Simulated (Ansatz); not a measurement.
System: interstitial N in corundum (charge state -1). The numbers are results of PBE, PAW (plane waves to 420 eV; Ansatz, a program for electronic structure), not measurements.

120-site cell at the relaxed PBE lattice, the Γ point alone, smearing 0.01 eV, spin-restricted, no finite-size correction. Static, classical nuclei. The charge state is imposed; whether it is stable for some Fermi level was not computed. Sites that were not tried may lie lower.

Barriers: single points on a 2×2×2 k-point mesh shifted by half a step along c at the bands' geometries.

Relaxed starting cell (atoms counted from 1):

```
CELL_PARAMETERS angstrom
      9.61750     0.00000     0.00000
     -4.80875     8.32900     0.00000
      0.00000     0.00000    13.12510
ATOMIC_POSITIONS crystal
  Al 0.00016 0.99965 0.35170
  Al 0.00060 0.50019 0.35176
  Al 0.50019 0.99998 0.35186
  Al 0.50031 0.49975 0.35244
  Al 0.33549 0.16699 0.18593
  Al 0.33566 0.66772 0.18516
  Al 0.83438 0.16714 0.18512
  Al 0.83423 0.66749 0.18539
  Al 0.16710 0.33297 0.31446
  Al 0.16752 0.83347 0.31440
  Al 0.66773 0.33378 0.31443
  Al 0.66687 0.83325 0.31443
  Al 0.33293 0.16646 0.48163
  Al 0.33252 0.66724 0.48211
  Al 0.83286 0.16565 0.48012
  Al 0.83271 0.66648 0.48072
  O  0.34746 0.00044 0.25026
  O  0.34735 0.49966 0.25127
  O  0.84734 0.00006 0.25007
  O  0.84782 0.50039 0.24993
  O  0.15362 0.15233 0.25086
  O  0.15428 0.65384 0.25068
  O  0.65433 0.15382 0.25027
  O  0.65577 0.65257 0.25261
  O  0.31978 0.33289 0.41700
  O  0.31988 0.83412 0.41620
  O  0.81913 0.33291 0.41581
  O  0.81994 0.83358 0.41648
  O  0.16671 0.48616 0.41652
  O  0.16670 0.98651 0.41681
  O  0.66633 0.48554 0.41693
  O  0.66670 0.98623 0.41645
  O  0.01356 0.17939 0.41586
  O  0.01264 0.68007 0.41580
  O  0.51297 0.17958 0.41683
  O  0.51319 0.67997 0.41703
  O  0.00038 0.34674 0.25057
  O  0.00106 0.84731 0.25040
  O  0.50172 0.34709 0.25140
  O  0.50019 0.84893 0.25203
  Al 0.33363 0.16652 0.68600
  Al 0.33139 0.66135 0.68833
  Al 0.83043 0.16565 0.68388
  Al 0.83294 0.66692 0.68572
  Al 0.16577 0.33297 0.51833
  Al 0.16642 0.83383 0.51806
  Al 0.66491 0.33161 0.51820
  Al 0.66540 0.83208 0.51890
  Al 0.99911 0.99905 0.64738
  Al 0.99632 0.49953 0.64240
  Al 0.49783 0.99712 0.64822
  Al 0.50071 0.50030 0.64867
  Al 0.16102 0.33236 0.80772
  Al 0.16509 0.83315 0.81529
  Al 0.66746 0.32976 0.81465
  Al 0.66862 0.83321 0.81441
  O  0.17938 0.16638 0.58296
  O  0.17902 0.66787 0.57972
  O  0.67747 0.16432 0.58238
  O  0.68105 0.66555 0.58192
  O  0.48613 0.31924 0.58336
  O  0.48513 0.81895 0.58264
  O  0.98141 0.31625 0.57876
  O  0.98612 0.81958 0.58239
  O  0.15338 0.00009 0.74930
  O  0.13404 0.49102 0.73299
  O  0.65220 0.99859 0.74949
  O  0.65445 0.49776 0.75010
  O  0.99761 0.15149 0.74741
  O  0.99817 0.65445 0.74938
  O  0.49886 0.15016 0.74966
  O  0.51142 0.65766 0.74410
  O  0.34752 0.34641 0.74974
  O  0.34497 0.84305 0.75068
  O  0.84178 0.34362 0.74800
  O  0.84873 0.84820 0.74884
  O  0.33256 0.01315 0.58335
  O  0.33302 0.51255 0.58297
  O  0.83190 0.01182 0.58257
  O  0.83133 0.51276 0.58164
  Al 0.17183 0.33444 0.02100
  Al 0.16767 0.83471 0.01884
  Al 0.66856 0.33260 0.01850
  Al 0.66761 0.83262 0.01992
  Al 0.00061 0.00079 0.85236
  Al 0.00204 0.50035 0.85004
  Al 0.50062 0.99860 0.85296
  Al 0.50926 0.49947 0.85497
  Al 0.33464 0.16839 0.98045
  Al 0.33221 0.66604 0.97917
  Al 0.83593 0.16698 0.98073
  Al 0.83721 0.66779 0.98096
  Al 0.00189 0.00067 0.14782
  Al 0.00093 0.50119 0.14798
  Al 0.50178 0.00008 0.14750
  Al 0.50185 0.50156 0.14845
  O  0.01227 0.33157 0.91542
  O  0.01433 0.83682 0.91705
  O  0.51950 0.32813 0.91617
  O  0.51658 0.83429 0.91790
  O  0.28358 0.53181 0.86122
  O  0.32160 0.98805 0.91656
  O  0.82215 0.48620 0.91672
  O  0.82150 0.98773 0.91638
  O  0.48899 0.16608 0.08378
  O  0.49764 0.67792 0.09481
  O  0.98906 0.16775 0.08392
  O  0.98693 0.66804 0.08448
  O  0.33497 0.31466 0.08915
  O  0.33472 0.82085 0.08324
  O  0.83497 0.32047 0.08378
  O  0.83570 0.82088 0.08428
  O  0.18132 0.01345 0.08358
  O  0.17921 0.51520 0.08541
  O  0.68319 0.01521 0.08391
  O  0.68097 0.51369 0.08313
  O  0.16658 0.17934 0.91516
  O  0.16018 0.68539 0.91893
  O  0.66900 0.17800 0.91655
  O  0.67725 0.68586 0.91526
  N  0.35707 0.48689 0.94687
```
Cell charge -1.

End state 1 differs by these moves (Å; atoms that move under 0.08 Å are left out):

```tsv
atom	element	Δx	Δy	Δz
53	Al	0.04	0.05	0.06
66	O	0.09	0.09	0.14
72	O	-0.03	0.05	-0.08
81	Al	-0.02	-0.06	0.06
88	Al	-0.09	-0.01	-0.01
90	Al	-0.04	0.08	-0.01
101	O	1.18	-0.68	1.45
106	O	-0.06	0.00	-0.08
109	O	-0.03	-0.12	0.14
121	N	-0.53	0.30	-0.80
```

### Question
Estimate the forward and backward barriers to end state 1 that PBE, PAW returns for this input.

### Answer
forward 1.26 eV, backward 1.26 eV; at the saddle point atom 101 has neighbours 2 Al at 1.73; N at 1.39 Å. The saddle point's order was not checked, and it lies on a symmetry element of the cell, where a band can be held.
